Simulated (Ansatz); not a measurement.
Resistivity of CoSi2 (Fm-3m) against temperature

Phonon-limited resistivity of CoSi₂ (Fm-3m), the mean of three axes that agree within 2 %; conventional cell a = b = c = 5.312 Å, α = β = γ = 90.00°, held at all temperatures. The numbers are results of PBEsol, DFPT electron-phonon coupling, linearised Boltzmann equation (plane waves, PAW, scalar-relativistic; Ansatz, a program for electronic structure), not measurements. Geometry: relaxed with this functional, without spin-orbit coupling. The complete rows start at 200 K or above; rows over 80 μΩ·cm, or moving by over 2.5 % with the electron mesh, are left out.

Here T stands for T and ρ for ρ.

```csv
T (K),ρ (μΩ·cm)
100,?
200,5.2
250,7.2
273,8.1
300,9.1
350,11.1
400,13.0
500,16.7
```

Fit ρ of the 7 rows that show it with a straight line. With u = T - 325, the rows have u = -125.00, -75.00, -52.00, -25.00, 25.00, 75.00, 175.00. Means: u -0.28571, ρ 10.06. About the means, the sum of products is 2356.4 and the sum of squares of u is 61453; the slope is their ratio. Least squares gives ρ = 10.07 + 0.03834·u. Residuals (row less fit): -0.08, 0.01, 0.02, -0.01, 0.07, 0.05, -0.08; standard error 0.07 (degrees of freedom: 5). At 300 K the line gives a temperature coefficient (1/ρ)·dρ/dT of about 4.2 × 10⁻³ per K; a resistivity strictly proportional to T would have 3.3 × 10⁻³.

What does the fit predict for ρ at T = 100, and how far is the calculated value from it?

u = -225.00, so ρ = 10.07 + 0.03834 × (-225.00) = 1.44 μΩ·cm. The calculation gives 1.3 μΩ·cm, 0.14 μΩ·cm below the prediction (0.9 % of the range of ρ in the table). The row lies outside the fitted rows, so this is an extrapolation. From the scatter of the fitted rows alone, a prediction at this place has a standard error of 0.09 μΩ·cm, so the miss is 1.5 times that.

At 100 K ρ/T is 50 % lower than at 200 K, as phonons begin to freeze out (Bloch-Grüneisen).  Residuals can be curvature or mesh error rather than random scatter, so the standard error can understate the doubt. Series whose upper rows bend far from a line aren't tabulated.  A metal at this level (no band gap). Only scattering by harmonic phonons is included (no impurities, grain boundaries, electron-electron scattering or thermal expansion). Spin-orbit coupling is left out. Halving the electron mesh (28x28x28) moves the resistivity by up to 2 %. Smearing 0.20 eV; phonons on a 5x5x5 q mesh, which this run doesn't test and which matters most at low temperature.

Treated as nonmagnetic (a ferromagnetic start lost its moment, other orders weren't tried): CoSi2 (Fm-3m).
